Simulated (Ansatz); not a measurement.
# Ansatz run on K₂S (Fm-3m, 3 atoms in the cell): self-consistent single point

Method of the run: LDA (PW92), default PAW files made with PBE (plane waves; Ansatz, a first-principles code).

Input:

Ansatz 0.2 input:
```yaml
# K2S
crystal:
  lattice:
    - [0.00000000, 3.68647500, 3.68647500]
    - [3.68647500, 0.00000000, 3.68647500]
    - [3.68647500, 3.68647500, 0.00000000]
  atoms:
    - { symbol: K, position: [0.25000000, 0.25000000, 0.25000000] }
    - { symbol: K, position: [0.75000000, 0.75000000, 0.75000000] }
    - { symbol: S, position: [0.00000000, 0.00000000, 0.00000000] }
basis:
  ecutwfc: 30.9 Ry
kpoints:
  mp_grid:
    grid: [6, 6, 6]
hamiltonian:
  xc: lda
  pseudopotentials:
    kind: paw
scf:
  occupations:
    method: fermi_dirac
    width: 0.0015 Ry
output:
  forces: true
  eigenvalues: true
  stress: true
```

The program printed (abridged):

```
WARN ansatz: RAYON_NUM_THREADS=1 ignored (pool sized by the plan → 1); use --threads N
Pseudopotentials: kind: paw
Pseudopotential: K, paw, valence charge 9
Pseudopotential: S, paw, valence charge 6
Crystal: 3 atoms, lattice volume = 100.199 Å³
Basis set: ecut = 420.4159175005146 eV, 1917 PW (Γ)
Bands: 16, of which v1, the nominal top of the filled ones, is band 12 counted from 1 (11 counted from 0)
Symmetry: 48 space group operations
Space group: Fm-3m (ITA 225), of the structure as read, at distance tolerance 4.6e-5 Å
k-points: 16 of 216
PAW frozen core: K, regenerated for the run's functional, and the local potential with it
PAW frozen core: S, regenerated for the run's functional, and the local potential with it
Initial density: superposition of atomic densities (neutral atoms: chi_scale 0, normalization atom), corrected by the library's trained network
Initial wavefunctions: pseudopotential atomic-orbital guess
Eigensolver: davidson
Functional: x = slater, c = lda
SCF iter   1: F=—  HF=-3865.418306 eV  |F-HF|=—  |Δ(HF+E_count)|=         —  Δρ=5.32e-3  dr2=2.97e-2  ethr=1.77e-3  ⟨swp⟩=6.2  Hψ=1476  notcnv=0
all-band conjugate gradients solve this SCF's bands
preconditioner: auto → none
SCF iter   2: F=—  HF=-3865.408951 eV  |F-HF|=—  |Δ(HF+E_count)|=   9.35e-3  Δρ=2.66e-3  dr2=4.01e-3  ethr=1.24e-4  ⟨swp⟩=2.2  Hψ=517  notcnv=0
SCF iter   3: F=—  HF=-3865.407781 eV  |F-HF|=—  |Δ(HF+E_count)|=   1.17e-3  Δρ=1.21e-3  dr2=1.03e-3  ethr=1.67e-5  ⟨swp⟩=2.0  Hψ=384  notcnv=0
SCF iter   4: F=—  HF=-3865.407482 eV  |F-HF|=—  |Δ(HF+E_count)|=   2.99e-4  Δρ=1.50e-4  dr2=1.43e-5  ethr=4.31e-6  ⟨swp⟩=2.0  Hψ=302  notcnv=0
SCF iter   5: F=—  HF=-3865.407476 eV  |F-HF|=—  |Δ(HF+E_count)|=   5.41e-6  Δρ=1.81e-5  dr2=1.71e-7  ethr=5.96e-8  ⟨swp⟩=2.0  Hψ=320  notcnv=0
SCF iter   6: F=-3865.407476 eV  HF=-3865.407476 eV  |F-HF|=2.76e-9  |Δ(HF+E_count)|=   8.79e-8  Δρ=2.16e-6  dr2=4.90e-9  ethr=4.17e-10  ⟨swp⟩=5.1  Hψ=1159  notcnv=0
SCF 1 converged in 6 iterations: F = -3865.407476 eV  dr2 = 4.90e-9
SCF converged after 6 iterations
Free energy (F): -3865.407476 eV
Harris-Foulkes:  -3865.407476 eV  (|F-HF|=2.76e-9)
Internal energy: -3865.407476 eV  (E = F + TS)
E sigma→0 (E₀):  -3865.407476 eV
Fermi energy:    3.496907 eV
--- Per-component energies (eV) ---
  E_band       = -228.705209
  E_kinetic    = 614.554187
  E_local      = -1370.543307  (includes V_loc(G=0)·N_el)
  E_nonlocal   = 60.221250
  E_hartree    = 474.438292
  E_xc         = -362.542968
  E_vxc        = -415.254199  (∫ρ·V_xc dr)
  E_paw        = -2054.174761  (= ΣΔE_a)
  E_vpaw       = -66.561762  (= ΣTr[D̂ρ^β])
  E_aug_tail   = -0.000005  (compensation charges beyond the density's cutoff)
  E_ewald      = -1228.028362
  E_core_change = 0.668197  (= ΣΔE_core)
  E_smearing   = -0.000000  (= −TS)
  E_closure    = -0.000000  (closes the sum)
  Σ components = -3865.407476   (vs F -3865.407476, Δ=0.00e0)
--- Forces (eV/Å), atoms counted from 1 ---
  atom   1  K     -0.00000000     0.00000000     0.00000000
   [... zero for the other atoms too ...]
  max |Σ_I F_I| component: 5.09e-17 eV/Å
--- Stress (GPa, compression-positive) ---
       -1.498045       0.000000      -0.000000
       -0.000000      -1.498045       0.000000
       -0.000000       0.000000      -1.498045
  P = ⅓ Tr σ = -1.4980 GPa (-14.980 kbar)
  The stress holds the Pulay correction. Without it, at fixed plane waves, as pw.x and ABINIT print it: P = -1.5024 GPa
--- Band table (eV; the first three rows and the last of 16) ---
  k-point 0: bands = ["-26.4495", "-26.3567", "-10.2512", "-10.2512", "-10.2512", "-9.9901", "-9.9901", "-9.9901", "-7.1931", "2.1726", "2.1726", "2.1726", "4.5288", "7.6669", "7.6669", "9.7195"]
  k-point 1: bands = ["-26.4430", "-26.3626", "-10.2452", "-10.2361", "-10.2361", "-10.0391", "-10.0100", "-10.0100", "-7.1328", "1.9772", "2.2082", "2.2082", "5.1044", "7.7101", "7.7101", "9.1423"]
  k-point 2: bands = ["-26.4254", "-26.3790", "-10.2404", "-10.1932", "-10.1932", "-10.1233", "-10.0623", "-10.0623", "-7.0209", "1.7727", "2.2800", "2.2800", "6.1422", "7.8811", "7.8811", "8.1315"]
  k-point 15: bands = ["-26.4091", "-26.3937", "-10.4619", "-10.3413", "-10.2305", "-10.0453", "-9.9408", "-9.9234", "-6.9185", "1.7773", "2.1812", "2.3804", "5.8390", "7.6965", "8.3062", "9.1340"]
```

The run converged in 6 iterations.

The starting cell has typed, rounded lattice constants, without a prior relaxation at this level. Its lattice was rescaled by up to half a per cent. Ansatz's pressure includes its estimate of the finite-basis (Pulay) stress.
